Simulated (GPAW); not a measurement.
GPAW run on SrSi2Pd2 (I4/mmm, 5 atoms in the cell): self-consistent single point.

Computed with PBEsol, GPAW PAW datasets PBEsol (made by gpaw-setup) (plane waves; GPAW).

```xyz
5
Lattice="-2.1522 2.1522 5.0002 2.1522 -2.1522 5.0002 2.1522 2.1522 -5.0002" Properties=species:S:1:pos:R:3 pbc="T T T"
Sr     0.0000     0.0000     0.0000
Si     0.0000     0.0000     3.7362
Si     0.0000     0.0000     6.2641
Pd     2.1522     0.0000     2.5001
Pd     0.0000     2.1522     2.5001
```

Reference input (self-consistent single point, DFT LDA (Perdew-Wang 92), plane waves, GPAW PAW datasets LDA (gpaw-data 1.0.1)): mode = pw; ecut = 550 eV; xc = LDA; kpts = 9 9 9; mesh shift (steps) = 0 0 0; occupations.name = methfessel-paxton; occupations.width = 0.2 eV; occupations.order = 0; nbands = -11; symmetry.symmorphic = false; symmetry.tolerance = 0.0005; maxiter = 100. This run's input differs from it in these lines:

```diff
@@ -16,3 +16,3 @@
 calc = GPAW(mode=PW(550),
-            xc='LDA',
+            xc='PBEsol',
             kpts=(9, 9, 9),
```

Its files differ too (potentials: GPAW PAW datasets PBEsol (made by gpaw-setup)).

Output (repeated stretches shortened):

```
     iter     time        total  log10-change:
                         energy   eigst   dens
iter:   1 --:--:--   -34.760190
iter:   2 --:--:--   -31.124538   -0.73  -0.98
iter:   3 --:--:--   -26.809357   -0.31  -1.08
iter:   4 --:--:--   -26.674222   -2.19  -1.47
iter:   5 --:--:--   -26.952814   -1.62  -1.50
iter:   6 --:--:--   -26.590968   -1.08  -1.56
iter:   7 --:--:--   -26.749112   -1.87  -2.00
iter:   8 --:--:--   -26.503966   -2.23  -1.86
iter:   9 --:--:--   -26.446067   -2.21  -2.17
iter:  10 --:--:--   -26.446678   -3.48  -3.02
iter:  11 --:--:--   -26.446936c  -4.70  -3.05
iter:  12 --:--:--   -26.446905c  -4.99  -3.10
iter:  13 --:--:--   -26.446925c  -4.81  -3.15
iter:  14 --:--:--   -26.446874c  -5.11  -3.34
iter:  15 --:--:--   -26.446845c  -5.02  -3.46
iter:  16 --:--:--   -26.446790c  -6.03  -3.55
iter:  17 --:--:--   -26.446786c  -6.50  -4.30c
iter:  18 --:--:--   -26.446786c  -7.60c -4.59c
Converged after 18 iterations.

Dipole moment: (0.000000, -0.000000, -0.000006) |e|*Ang

Energy contributions relative to reference atoms: (reference = -376509.179437)

Kinetic:         +1.734165
Potential:       -7.981402
External:        +0.000000
XC:             -19.619723
Entropy (-ST):   -0.060173
Local:           -0.549740
SIC:             +0.000000
--------------------------
Free energy:    -26.476873
Extrapolated:   -26.446786

Showing only first 2 kpts
 Kpt  Band  Eigenvalues  Occupancy
  0    23      7.08044    2.00000
  0    24      7.08044    2.00000
  0    25      8.79184    0.00000
  0    26      9.71438    0.00000

  1    23      7.05504    2.00000
  1    24      7.29318    1.99999
  1    25      8.24825    0.02548
  1    26      9.02962    0.00000

Fermi level: 7.93231

No gap
No difference between direct/indirect transitions
Energy (eV): -26.446786

Forces in eV/Ang:
  0 Sr    0.00000    0.00000    0.00000
  1 Si   -0.00000    0.00000   -0.08564
  2 Si    0.00000    0.00000    0.08564
  3 Pd    0.00000   -0.00000    0.00000
  4 Pd    0.00000   -0.00000    0.00000

Stress tensor:
     0.013376     0.000000     0.000000
     0.000000     0.013376     0.000000
     0.000000     0.000000     0.011916
Stress (GPa, Voigt): [2.143  2.143  1.9091 0.     0.     0.    ]
```

The run converged in 18 iterations. GPAW prints stress with tension positive. Against the reference run the pressure goes from -5.11 to -2.07 GPa and the largest force goes from 0.265 to 0.086 eV/Å.

The starting cell comes from a database of computed structures (which also holds hypothetical and non-ambient phases and stackings), without a prior relaxation at this level. Spin polarisation is off.

Cost on one core of a shared machine: roughly 2 min.
